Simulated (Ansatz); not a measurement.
End structure of Zn on a Ga site (middle of the slab) in a 2x2 cell of the 1x1 (10-10) surface of wurtzite GaN (cut with top plane Ga + N):

Host crystal: wurtzite GaN, with a band gap (PBE, scalar-relativistic without spin-orbit coupling).

```
CELL_PARAMETERS angstrom
      6.43695     0.00000     0.00000
      0.00000    10.48619     0.00000
      0.00000     0.00000    28.50000
ATOMIC_POSITIONS crystal
  Ga 0.25000 0.51406 0.34683
  Ga 0.25000 0.01406 0.34683
  Ga 0.75000 0.51406 0.34683
  Ga 0.75000 0.01406 0.34683
  N  0.25000 0.18665 0.33765
  N  0.25000 0.68665 0.33765
  N  0.75000 0.18665 0.33765
  N  0.75000 0.68665 0.33765
  Ga 0.00000 0.24634 0.36591
  Ga 0.00000 0.74634 0.36591
  Ga 0.50000 0.24634 0.36591
  Ga 0.50000 0.74634 0.36591
  N  0.00000 0.43417 0.36879
  N  0.00000 0.93417 0.36879
  N  0.50000 0.43417 0.36879
  N  0.50000 0.93417 0.36879
  Ga 0.00139 0.50079 0.43678
  Ga 0.99979 0.00049 0.43676
  Ga 0.49861 0.50079 0.43678
  Ga 0.50021 0.00049 0.43676
  N  0.99372 0.18537 0.43305
  N  0.99936 0.68849 0.43456
  N  0.50628 0.18537 0.43305
  N  0.50064 0.68849 0.43456
  Zn 0.25000 0.24961 0.46706
  Ga 0.25000 0.74747 0.46664
  Ga 0.75000 0.24847 0.46656
  Ga 0.75000 0.74783 0.46660
  N  0.25000 0.44251 0.46774
  N  0.25000 0.93662 0.46767
  N  0.75000 0.43688 0.46744
  N  0.75000 0.93611 0.46782
  Ga 0.25000 0.49809 0.53327
  Ga 0.25000 0.99895 0.53406
  Ga 0.75000 0.49751 0.53365
  Ga 0.75000 0.99820 0.53382
  N  0.25000 0.18469 0.53486
  N  0.25000 0.68759 0.53302
  N  0.75000 0.18702 0.53270
  N  0.75000 0.68632 0.53274
  Ga 0.00137 0.25032 0.56377
  Ga 0.99974 0.75043 0.56368
  Ga 0.49863 0.25032 0.56377
  Ga 0.50026 0.75043 0.56368
  N  0.00001 0.43768 0.56558
  N  0.99927 0.93729 0.56568
  N  0.49999 0.43768 0.56558
  N  0.50073 0.93729 0.56568
  Ga 0.99997 0.49673 0.63412
  Ga 0.99960 0.99705 0.63441
  Ga 0.50003 0.49673 0.63412
  Ga 0.50040 0.99705 0.63441
  N  0.99881 0.18471 0.63214
  N  0.99996 0.68453 0.63146
  N  0.50119 0.18471 0.63214
  N  0.50004 0.68453 0.63146
  Ga 0.25000 0.26396 0.65348
  Ga 0.25000 0.76420 0.65335
  Ga 0.75000 0.26469 0.65417
  Ga 0.75000 0.76408 0.65349
  N  0.25000 0.43684 0.66238
  N  0.25000 0.93688 0.66248
  N  0.75000 0.43770 0.66268
  N  0.75000 0.93665 0.66278
```

Model: 64-atom slab, 9.3 Å thick at the start (thin: gaps and levels are the slab's own), 3x2x1 mesh, Fermi-Dirac 0.01 eV, dipole correction, 16 atoms held, the rest relaxed; start symmetry kept, larger cells not searched; spin-polarised, ending with about 0.4 μB a cell, a value that depends on the mesh; orders that need a larger cell were not tried, no spin-orbit, no U. The slab shows no gap over 0.04 eV on its mesh.

What is the computed formation energy against alpha gallium, hcp Zn (PBE (Ansatz, a first-principles code))?

2.24 eV

What change of the step from the bottom to the top vacuum level, against the clean slab does PBE give?

0.065 eV
